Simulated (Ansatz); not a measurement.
Hypothetical Pm-3n GaN under a change: strain tensor (xx, yy, zz, yz, xz, xy) = (+0.71, −1.54, +1.14, +0.76, −0.16, +0.97) %

Start from GaN (space group Pm-3n, No. 223; a = 5.513 Å; a hypothetical phase, not in the database extracts checked). Axes: x, y, z lie along the cube axes.

Modification: strain tensor (xx, yy, zz, yz, xz, xy) = (+0.71, −1.54, +1.14, +0.76, −0.16, +0.97) %, atoms relaxed at fixed cell.

Calculations: PBEsol (Ansatz, a first-principles code; PAW; 420 eV plane waves; no SOC). k-mesh 5×5×5 (Γ-centred); smearing 0.05 eV (Fermi–Dirac).

```csv
quantity,base,changed,shift
volume per atom,13.96 Å³,14.00 Å³,+0.04 Å³
space group,Pm-3n (No. 223),P-1 (No. 2),–
energy relative to the base (free energy F),0 meV/atom,+5.1 meV/atom,+5.1 meV/atom
"pressure (mean of the normal stresses, compression positive)",0.01 GPa,-0.46 GPa,-0.462 GPa
band gap,1.56 eV,1.32 eV,-0.24 eV
gap character,direct at Γ,direct at Γ,–
electron mass,0.20 mₑ (at Γ),0.20 mₑ (at Γ),–
"valence-band top at Γ (three highest levels, from the VBM)","0.00, 0.00, 0.00 eV","0.00, -0.30, -0.35 eV",–
largest internal atomic displacement,–,0.023 Å,–
"stress (xx, yy, zz, yz, xz, xy; compression positive)",–,"(-1.74, 3.01, -2.64, -0.69, 0.16, -0.86) GPa",–
```

Masses are band curvatures over ±0.01 Å⁻¹ around the edge. Stability against distortions was not tested. Labels are those of the standard path for the cell's own space group.
